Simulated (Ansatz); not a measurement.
**Convergence study of the k-point mesh for CoSi2 (I4mm, 3 atoms in the cell)**

```
CELL_PARAMETERS angstrom
      0.00000     2.67196     2.67196
      2.67196     0.00000     2.67196
      2.67196     2.67196     0.00000
ATOMIC_POSITIONS crystal
  Co 0.00936 0.00936 0.99064
  Si 0.25000 0.25000 0.25000
  Si 0.75000 0.75000 0.75000
```

Computed with PBEsol, default PAW files made with PBE (plane waves; Ansatz, a program for electronic structure).

Base settings: basis.ecutwfc = 420 eV; kpoints.mp_grid.grid = 11 11 11; hamiltonian.xc = pbesol; hamiltonian.pseudopotentials = {kind: paw} (the program's default PAW files); scf.occupations.method = fermi_dirac; scf.occupations.width = 0.1 eV.

The second cell is the first with its lattice scaled by 0.98.

Only quantities that move along the ladder and can be compared are tabulated.

The count of work is k-points × plane waves × bands × iterations; it is no time. Core times come from one kind of shared machine, to one figure; runs under 30 s give none.

The starting cell has typed, rounded lattice constants, without a prior relaxation at this level. Its lattice was rescaled by up to half a per cent. One atom was moved a little off its site on purpose. Spin polarisation is off. In the base run, with a pressure of about -3 GPa the cell is away from its equilibrium volume at this level. Ansatz's pressure includes its estimate of the finite-basis (Pulay) stress.

Steps (kpoints.mp_grid.grid): 2 2 2; 3 3 3; 4 4 4; 5 5 5; 6 6 6; 7 7 7; 8 8 8; 9 9 9; 10 10 10; 11 11 11; 12 12 12; 14 14 14; 15 15 15; 17 17 17; 19 19 19; 21 21 21; 23 23 23; 26 26 26; 28 28 28; 31 31 31; 35 35 35.

What is the coarsest kpoints.mp_grid.grid that holds the energy of the compressed cell less the first within 0.5 meV/atom of the last step, with all finer ones?

6 6 6, at 0.0073 of the last step's count of work; the step before is off by 1.5 meV/atom.

What is the coarsest kpoints.mp_grid.grid that holds the forces within 0.02 eV/Å of the last step, with all finer ones?

3 3 3, at 0.0015 of the last step's count of work; the step before is off by 0.20 eV/Å.

What is the coarsest kpoints.mp_grid.grid that holds the pressure within 0.2 GPa of the last step, with all finer ones?

6 6 6, at 0.0073 of the last step's count of work; the step before is off by 0.30 GPa.

| kpoints.mp_grid.grid | free energy less the last step's (meV/atom) | energy of the compressed cell less the first (meV/atom) | pressure (GPa) | largest difference of a force vector from the last step's (eV/Å) | count of work / last | core time / last (rough) |
|---|---|---|---|---|---|---|
| 2 2 2 | 207.85 | -3.45 | -6.68 | 0.196 | 0.00097 | – |
| 3 3 3 | 47.20 | 11.98 | -3.38 | 0.000 | 0.0015 | – |
| 4 4 4 | -3.01 | 11.93 | -3.35 | 0.009 | 0.0032 | – |
| 5 5 5 | 6.21 | 14.82 | -2.75 | 0.004 | 0.0044 | – |
| 6 6 6 | 1.61 | 13.59 | -2.98 | 0.005 | 0.0073 | – |
| 7 7 7 | -2.55 | 13.19 | -3.09 | 0.008 | 0.0097 | – |
| 8 8 8 | 0.23 | 13.17 | -3.09 | 0.004 | 0.019 | – |
| 9 9 9 | 0.85 | 13.57 | -3.00 | 0.002 | 0.024 | – |
| 10 10 10 | 0.04 | 13.43 | -3.03 | 0.003 | 0.033 | – |
| 11 11 11 | -0.41 | 13.25 | -3.07 | 0.000 | 0.041 | – |
| 12 12 12 | -0.14 | 13.30 | -3.06 | 0.000 | 0.053 | – |
| 14 14 14 | -0.02 | 13.39 | -3.04 | 0.001 | 0.079 | – |
| 15 15 15 | -0.15 | 13.33 | -3.06 | 0.000 | 0.094 | – |
| 17 17 17 | 0.08 | 13.38 | -3.04 | 0.000 | 0.13 | – |
| 19 19 19 | -0.05 | 13.35 | -3.05 | 0.000 | 0.18 | – |
| 21 21 21 | 0.03 | 13.36 | -3.05 | 0.000 | 0.24 | – |
| 23 23 23 | -0.02 | 13.36 | -3.05 | 0.000 | 0.30 | 0.2 |
| 26 26 26 | 0.00 | 13.36 | -3.05 | 0.000 | 0.43 | 0.3 |
| 28 28 28 | 0.00 | 13.36 | -3.05 | 0.000 | 0.53 | 0.4 |
| 31 31 31 | 0.00 | 13.36 | -3.05 | 0.000 | 0.71 | 0.5 |
| 35 35 35 | 0.00 | 13.36 | -3.05 | 0.000 | 1.0 | 1 |

The energy difference between the two cells stays within 1 meV/atom of the last step's from 6 6 6 on, the total only from 8 8 8 on: much of the error is common to both cells and cancels.

Two neighbours can agree and both be off: 3 3 3 and 4 4 4 differ by 0.04 meV/atom in the energy of the compressed cell less the first, yet lie about 1.4 meV/atom from the last step.

Keys are those of Ansatz 0.2.
